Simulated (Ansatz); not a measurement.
Take SiC (space group P6_3mc, No. 186; a = 3.078 Å, c = 15.107 Å) as the base. Axes: x lies along a and z along c of the hexagonal cell.

Level of theory: r2SCAN (Ansatz, a quantum-chemistry and plane-wave program; PAW; 500 eV plane waves; no spin-orbit coupling).

Base values:

The shortest interatomic distance comes out as 1.884 Å.

The change: the cell is compressed by 5.02 % along z with no lateral relaxation; the atoms relax in the strained cell.

Q: How does this affect the largest internal atomic displacement?

A: The largest internal atomic displacement amounts to 0.017 Å.

Q: Predict the new shortest interatomic distance.

A: The shortest interatomic distance drops by 0.059 Å to 1.825 Å.

Q: What happens to the stress?

A: The stress (xx, yy, zz, yz, xz, xy; compression positive) comes out as (3.58, 3.58, 31.93, 0.00, 0.00, 0.00) GPa.

No phonon test of stability was made.
